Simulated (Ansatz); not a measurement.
Input and output of a relaxation of the atoms for MgZn₂ (P1, 6 atoms in the cell) (Ansatz, a first-principles code).

Method: LDA (PW92), default PAW files made with PBE (plane waves; Ansatz).

The change in words: atoms moved at random; relax: default → atoms; relax.f_tol: default → 0.1 eV/Å. Reference geometry:
```xyz
6
Lattice="2.9868 0.0000 0.0000 -1.4934 2.5866 0.0000 0.0000 0.0000 13.5265" Properties=species:S:1:pos:R:3 pbc="T T T"
Mg     1.5001     0.8798     3.3689
Mg    -0.0117     1.7076    10.1390
Zn    -0.0281     1.7026     5.7212
Zn     1.4960     0.8599     7.7954
Zn     1.5013     0.8851    12.5153
Zn     0.0225     1.7248     1.0396
```

Reference input (self-consistent single point, DFT, LDA (PW92), plane waves, default PAW files made with PBE): kpoints.mp_grid.grid = 9 9 2; hamiltonian.xc = lda; hamiltonian.pseudopotentials = {kind: paw} (the program's default PAW files); scf.occupations.method = cold; scf.occupations.width = 0.1 eV. This run's input differs from it in these lines:

Ansatz 0.2 input:
```diff
@@ -7,8 +7,8 @@
   atoms:
-    - { symbol: Mg, position_ang: [1.50007333, 0.87976814, 3.36890013] }
-    - { symbol: Mg, position_ang: [-0.01168719, 1.70756611, 10.13898804] }
-    - { symbol: Zn, position_ang: [-0.02807853, 1.70264121, 5.72120563] }
-    - { symbol: Zn, position_ang: [1.49598893, 0.85990039, 7.79540711] }
-    - { symbol: Zn, position_ang: [1.50131283, 0.88513794, 12.51530301] }
-    - { symbol: Zn, position_ang: [0.02252764, 1.72481621, 1.03957608] }
+    - { symbol: Mg, position_ang: [1.64440851, 0.84424364, 3.31958265] }
+    - { symbol: Mg, position_ang: [0.00412322, 1.68933310, 10.12592148] }
+    - { symbol: Zn, position_ang: [-0.03167160, 1.67364013, 5.74489046] }
+    - { symbol: Zn, position_ang: [1.38439462, 0.97957249, 7.84050433] }
+    - { symbol: Zn, position_ang: [1.49942670, 0.87119870, 12.51539769] }
+    - { symbol: Zn, position_ang: [-0.02054443, 1.70184194, 1.03308338] }
 kpoints:
@@ -20,2 +20,4 @@
   occupations: { method: cold, width: 0.1 }
+relax:
+  f_tol: 0.1
 output:
```

The program printed (abridged):

```
   [... SCF lines of the steps left out ...]
relax step   1: F+E_penalty+E_count = -16787.73938975 eV  Δ(F+E_penalty+E_count) = +0.000e0 eV  max|allowed force component| = 2.390e-1 eV/Å  Δτ_max = 0.0000 Å  (6 SCF iters, dr2 threshold 1.00e-4 eV, accepted)
relax step   2: F+E_penalty+E_count = -16787.77723388 eV  Δ(F+E_penalty+E_count) = -3.784e-2 eV  max|allowed force component| = 8.559e-2 eV/Å  Δτ_max = 0.1184 Å  (8 SCF iters, accepted)
Stability not checked (fill_not_monotonic)
Free energy (F): -16787.777234 eV
Internal energy: -16787.774911 eV  (E = F + TS)
E sigma→0 (E₀):  -16787.776460 eV
Entropy (-TS):   -0.002322 eV (-0.387 meV/atom)
Fermi energy:    8.420519 eV
--- Forces (eV/Å), atoms counted from 1 ---
  atom   1  Mg    -0.04405857    -0.00463361     0.02250966
  atom   2  Mg    -0.02810393     0.02972754     0.02753138
  atom   3  Zn    -0.02172793     0.05188353     0.06005826
  atom   4  Zn     0.06003837    -0.08023458    -0.08558247
  atom   5  Zn    -0.00863840    -0.01323775     0.01960579
  atom   6  Zn     0.04247558     0.01649765    -0.04409390
   [... lines left out ...]
    - { symbol: Zn, position: [0.3314689335721958, 0.6527510293887675, 0.42363898174058623] }
    - { symbol: Zn, position: [0.6687333673950981, 0.3659728626703736, 0.576676607319918] }
    - { symbol: Zn, position: [0.6667571006385362, 0.3331226491130801, 0.9248322123279373] }
    - { symbol: Zn, position: [0.3201592263040114, 0.656763326048336, 0.07555821004075368] }
```

The run converged. 

Summary of the result:
* **Free energy E − TS (on the zero of these files)**: -16787.7772 eV
* **Fermi level (on the code's own zero)**: 8.42 eV
* **Pressure**: -5.52 GPa
* **Largest force (vector length)**: 0.132 eV/Å
* **Relaxation steps**: 2

The starting cell comes from a database of computed structures (which also holds hypothetical and non-ambient phases and stackings), without a prior relaxation at this level. Its atoms were displaced at random from the sites of space group no. 194. For this run, on top of that: atoms moved at random. Ansatz's pressure includes its estimate of the finite-basis (Pulay) stress.

Cost on one core of a shared machine: roughly 50 s.
